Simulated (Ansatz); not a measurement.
Take MoP (space group P-6m2, No. 187; a = 3.2063 Å, c = 3.1738 Å) as the base.

The values are results of PBEsol (Ansatz, a first-principles code), no SOC, not measurements.

One change was made to it. Results:

```json
[
 {"quantity": "c/a ratio", "base": "0.990", "after": "1.012"},
 {"quantity": "shortest interatomic distance", "base": "2.438 Å", "after": "2.361 Å"}
]
```

Which of these changes matches the shifts?
A. pressure 30 GPa
B. pressure 4.2 GPa
C. pressure 60 GPa
D. pressure 1.8 GPa

A, pressure 30 GPa. For comparison, the c/a ratio in the other runs: pressure 4.2 GPa gives 0.994; pressure 1.8 GPa gives 0.991; pressure 60 GPa gives 1.029.

Load acts through the strain it causes; cell and atoms are relaxed under it. Whether these cells are dynamically stable was not tested. No other phases were tried under pressure. All final runs are without spin polarisation. An odd electron count without spin: MoP.
